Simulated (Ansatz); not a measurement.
Effective masses and thermopower of BaZrO3 (Pm-3m)

Input:

```yaml
crystal:
  lattice:
    - [4.18066, 0.00000, 0.00000]
    - [0.00000, 4.18066, 0.00000]
    - [0.00000, 0.00000, 4.18066]
  atoms:
    - { symbol: Ba, position: [0.00000, 0.00000, 0.00000] }
    - { symbol: Zr, position: [0.50000, 0.50000, 0.50000] }
    - { symbol: O, position: [0.50000, 0.00000, 0.50000] }
    - { symbol: O, position: [0.00000, 0.50000, 0.50000] }
    - { symbol: O, position: [0.50000, 0.50000, 0.00000] }
```

All values below come from PBEsol, rigid bands (plane waves, PAW, scalar-relativistic; Ansatz, a program for electronic structure). How the cell was made: cell and atoms relaxed with PBEsol.

The band gap comes out as 3.17 eV, the electron conductivity mass (300 K, dilute) comes out as 0.53 mₑ and the hole conductivity mass (300 K, dilute) is 1.99 mₑ. The effective density of states N_c (300 K) is 4.4e19 cm⁻³, the effective density of states N_v (300 K) comes out as 4.4e20 cm⁻³ and the density-of-states mass, electrons is 1.46 mₑ. The density-of-states mass, holes is 6.8 mₑ, the Seebeck coefficient, n-type 1e19 cm⁻³, 300 K comes out as -346 μV/K and the best n-type power factor at 300 K for τ = 10 fs (best axis; densities from 1e16 to 1e21 cm⁻³ tried, whether or not they can be reached) is 13.7 μW/(cm·K²) at 1e20 cm⁻³. The Seebeck coefficient, p-type 1e19 cm⁻³, 300 K comes out as 542 μV/K.

Rigid bands; masses and Seebeck coefficients take one relaxation time τ for all states and one kind of carrier; polarons and phonon drag are left out. Spin-orbit coupling is left out; where it splits the top of the valence band, N_v and the p-type Seebeck coefficient come out somewhat high without it.
